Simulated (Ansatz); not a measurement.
Consider SiC in the zinc blende structure (space group F-43m, No. 216).

```
SiC
1.0
    0.00000     2.16449     2.16449
    2.16449     0.00000     2.16449
    2.16449     2.16449     0.00000
Si C
1 1
Cartesian
  0.00000   0.00000   0.00000
  1.08225   1.08225   1.08225
```

Cartesian axes are those of the cell as printed.

Level of theory: LDA, PAW, 420 eV (Ansatz, a first-principles code; no spin-orbit coupling).

It is then changed as follows: the cell is stretched by 2.50 % along z with no lateral relaxation; the atoms relax in the strained cell.

Q: Predict the stress tensor and what it implies for the stiffness.

A: Stress of the strained cell less that of the base (GPa, compression positive):
```
  -3.20    0.00    0.00
   0.00   -3.20    0.00
   0.00    0.00   -9.94
```

Then −Δσ_ii/ε with ε = 0.0250 gives secant stiffness values (nonlinear terms included at this strain): C33 ≈ 398 GPa, C13 ≈ 128 GPa and C23 ≈ 128 GPa.

As a check, the harmonic strain energy −½ V₀ Δσ:ε is 7.9 meV/atom; the computed energy rise is 7.9 meV/atom.

No phonon test of stability was made.
